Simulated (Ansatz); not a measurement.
CdInNO (model structure, started from the AlSiCN type, P3m1, No. 156, 4 atoms in the cell)

Level of theory: LDA (Ansatz, an electronic-structure program, plane waves, PAW).

Settings: plane-wave cutoff 520 eV, 18×18×10 k mesh (along the axes of the cell as run), Fermi–Dirac smearing 0.05 eV, scalar-relativistic PAW data made under PBE.

Cell (relaxed at this level):

```
CELL_PARAMETERS angstrom
      3.51979     0.00000     0.00000
     -1.75989     3.04823     0.00000
      0.00000     0.00000     5.68187
ATOMIC_POSITIONS crystal
  In 0.33333 0.66667 0.50803
  Cd 0.66667 0.33333 0.99382
  O  0.33333 0.66667 0.13756
  N  0.66667 0.33333 0.61058
```

```json
{
 "band_gap": "zero (no gap)",
 "bulk modulus B0": "133 GPa"
}
```

Note: the bulk modulus is −V dP/dV from two relaxed cells at ±2 % in volume; the relaxation could raise the start's symmetry but not lower it, so the cell can be a saddle point.

Spin–orbit coupling is not included; it can open a gap where bands touch, and shift volumes and moduli.

Computed values are for the static lattice.

A model structure was made by putting elements into a prototype or built by hand; it is no filed structure, need not be a known phase, and can be a saddle point held by its symmetry.
